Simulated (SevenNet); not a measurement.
# Cubic perovskite KMgF₃

All values below come from the machine-learned potential SevenNet-0 (trained on PBE and PBE+U data).

Cell: relaxed at this level.

- lattice constant a = 4.054 Å
- equilibrium volume per atom = 13.33 Å³/atom

Measured, for comparison: lattice constant a 3.990 Å, equilibrium volume per atom 12.70 Å³/atom (room temperature, not corrected to a static lattice; as tabulated in Vaitheeswaran et al. (2007), arXiv:cond-mat/0703621). Computed (rounded) less measured: lattice constant a +1.6 %, equilibrium volume per atom +5.0 %.

A machine-learned potential is trained on density-functional data: it inherits that level's misses and adds fitting errors of its own.
